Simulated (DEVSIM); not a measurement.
Structure: abrupt GaAs p-n junction, at 300 K.

| layer (left to right) | material | thickness (μm) | Nd (cm⁻³) | Na (cm⁻³) | τn (s) | τp (s) |
|---|---|---|---|---|---|---|
| 1 | GaAs | 4.00 | - | 2.2e14 | 6e-8 | 6e-8 |
| 2 | GaAs | 8.40 | 1.4e14 | - | 6e-8 | 6e-8 |

Left contact: ohmic. Right contact: ohmic. Voltage is applied to the left contact. Recombination: SRH at mid-gap, radiative, Auger. Mobility is μmin + (μ − μmin)/(1 + (N/Nref)^α).

The device is made up for the run: typed textbook-type constants, with dimensions and the other settings drawn at random. Values at 300 K.

```
parameter        GaAs
-------------  ------
gap (eV)        1.424
affinity (eV)    4.07
permittivity     12.9
Nc (cm⁻³)      4.7e17
Nv (cm⁻³)        9e18
μn (cm²/Vs)      8500
μp (cm²/Vs)       400
μn,min            500
μp,min             20
Nref,n           6e16
Nref,p         1.5e17
αn               0.39
αp               0.38
B (cm³/s)       2e-10
Cn (cm⁶/s)      1e-30
Cp (cm⁶/s)      1e-30
```

Simulated with DEVSIM: 1D drift-diffusion, Boltzmann statistics, complete ionisation; no tunnelling, impact ionisation, image-force lowering or self-heating.

Q: Tabulate band edges, carrier densities and field at 1.05 V on the left contact.

A: Energies count from the Fermi level of the right contact; mesh points crowd at the junctions.

```
x (μm)   Ec (eV)  Ev (eV)  n (cm⁻³)  p (cm⁻³)  field (V/cm)
-------  -------  -------  --------  --------  ------------
0.000      0.099   -1.325     < 1e2    2.2e14           150
0.03238    0.100   -1.324    2.4e12    2.2e14           150
0.1027     0.101   -1.323    7.4e12    2.3e14           150
0.2718     0.104   -1.320    1.9e13    2.4e14           150
0.8913     0.112   -1.312    5.3e13    2.7e14           120
2.000      0.123   -1.300    1.0e14    3.2e14            92
3.156      0.133   -1.291    1.4e14    3.6e14            70
3.744      0.135   -1.289    1.7e14    3.5e14           -52
3.899      0.133   -1.291    2.0e14    3.1e14          -210
3.971      0.131   -1.293    2.2e14    2.8e14          -340
4.001      0.130   -1.294    2.3e14    2.7e14          -410
4.051      0.128   -1.296    2.5e14    2.5e14          -300
4.152      0.126   -1.298    2.8e14    2.2e14          -140
4.389      0.125   -1.299    3.1e14    2.0e14            10
5.213      0.130   -1.294    3.1e14    1.7e14            74
6.877      0.143   -1.281    2.8e14    1.4e14            83
9.721      0.170   -1.254    2.3e14    8.8e13           110
11.22      0.189   -1.235    1.9e14    4.8e13           150
12.04      0.203   -1.221    1.5e14    1.9e13           190
12.26      0.207   -1.217    1.5e14    7.8e12           200
12.35      0.209   -1.215    1.4e14    2.8e12           200
12.40      0.210   -1.214    1.4e14     < 1e2           200
```
